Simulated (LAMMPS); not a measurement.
Molecular dynamics of a melt of SiC (zinc blende), 512 atoms, cooled from 4350 K to 300 K at 1e+14 K/s, at zero pressure.

Method: classical MD, pair style edip/multi, file SiC.edip, run in LAMMPS.

Problem. What does the simulation give for the first peak of g(r), C-C, the energy above the crystal at 0 K, the density?

Solution. first peak of g(r), C-C: 1.53 Å, height 10.9; energy above the crystal at 0 K: 0.435 eV/atom; density: 2.61 g/cm³ (one sample).

Caution: at ambient pressure real SiC sublimes or decomposes before or as it melts, so this liquid is the model's.
